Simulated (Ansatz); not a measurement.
C (R-3m, No. 166, 2 atoms in the cell; start mp-169; another form than the element's usual one) was calculated with r²SCAN (Ansatz, a first-principles code, PAW).

Settings: plane-wave cutoff 560 eV, 16×16×10 k mesh (along the axes of the cell as run), Fermi–Dirac smearing 0.01 eV, scalar-relativistic PAW data made under PBE.

Computed at the level's own relaxed cell.

```
C
1.0
    2.12662    -1.22782    -0.01174
    2.12662     1.22782    -0.01174
   -1.39795     0.00000     3.55027
C
2
Direct
  0.83334   0.83334   0.00001
  0.16666   0.16666   0.99999
```

Task: List the 5 lowest band energies at Γ above −25 eV (eV, relative to the valence band maximum), grouping those that round alike.

Result: At Γ: -20.89, -7.26, -3.16 (×2), 4.02.

Note: the cell comes from a level without a dispersion term, which matters for the spacing of layers, chains or molecules.

A start named mp-… is a Materials Project structure, which need not be a measured phase.
